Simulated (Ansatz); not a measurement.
Consider interstitial Na in rock-salt CaO, charge state +1. Calculation: PBE, PAW (plane waves to 420 eV; Ansatz, a first-principles code).

Cell of 64 host sites held at the relaxed PBE lattice; the Γ point alone; Fermi-Dirac width 0.01 eV, spin-restricted; finite-size errors left in. No zero-point or tunnelling terms. The charge state is imposed; whether it is stable for some Fermi level was not computed. Sites that were not tried may lie lower.

Barriers: single points on a 2×2×2 k-point mesh shifted by half a step at the bands' geometries (they differ from the bands' own by up to 0.08 eV, and are uncertain by about as much).

The step: several atoms move together, Na the farthest; the atom moves 2.41 Å along (0.00, 0.00, -0.50) of the unit cell; the moving atom starts with neighbours 4 Ca at 2.42; 4 O at 2.13 Å and ends with 4 Ca at 2.42; 4 O at 2.13 Å.

**Question.** What migration barrier of this step does PBE, PAW give?

**Answer.** 1.02 eV, the same both ways. At the saddle the moving atom has neighbours 2 Ca at 2.28; 2 O at 2.01 Å. The saddle point's order was not checked, and it lies on a symmetry element of the cell, where a band can be held.
